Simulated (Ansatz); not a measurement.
The starting structures come from a database of crystals and need not be the phases stable at ambient conditions.

By PBEsol, the system below comes out a metal.

A figure of merit of an interconnect metal is its ballistic conductance per area.

```yaml
crystal:
  lattice:
    - [2.98250, 0.00000, 0.00000]
    - [0.00000, 2.98250, 0.00000]
    - [0.00000, 0.00000, 2.89303]
  atoms:
    - { symbol: Al, position: [0.00000, 0.00000, 0.00000] }
    - { symbol: Ru, position: [0.50000, 0.50000, 0.50000] }
```

Space group of this cell: P4/mmm. The cell is strained (lengths along the current scaled by 0.97, ions clamped); by PBEsol its mean pressure is 5.7 GPa.

The current flows along the normal of the first two printed cell vectors, the (001) (indices of the unstrained crystal) plane of the conventional cell. No spin-orbit coupling; the value is a mean over 0.1 eV about the Fermi level.

**Question.** Give the ballistic conductance per area that PBEsol in Ansatz (a first-principles code) yields.

**Answer.** 1.3 × 10¹⁵ S/m² for both spins.
